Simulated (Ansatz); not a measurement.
Start from Al₂O₃ in the corundum structure (space group R-3c, No. 167; a = 4.808 Å, c = 13.122 Å (hexagonal axes)). Axes: x lies along a and z along c of the hexagonal cell.

Method: PBE, PAW, 420 eV (Ansatz, a first-principles code; without spin-orbit coupling), earlier PAW set.

It is then changed as follows: the cell is scaled by 0.9742 in all directions; the atoms relax in the strained cell.

Task: Predict the stress tensor and what it implies for the stiffness.

Result: Stress of the strained cell less that of the base (GPa, compression positive):
```
  21.52    0.00    0.00
   0.00   21.52    0.00
   0.00    0.00   20.39
```

Then B = −ΔP/(ΔV/V₀) with ΔV/V₀ = -0.0754 gives secant stiffness values (nonlinear terms included at this strain): B (at held cell shape, above the free-shape value) ≈ 280 GPa.

As a check, the harmonic strain energy −½ V₀ Δσ:ε is 45 meV/atom; the computed energy rise is 41 meV/atom.

Stability against distortions was not tested.
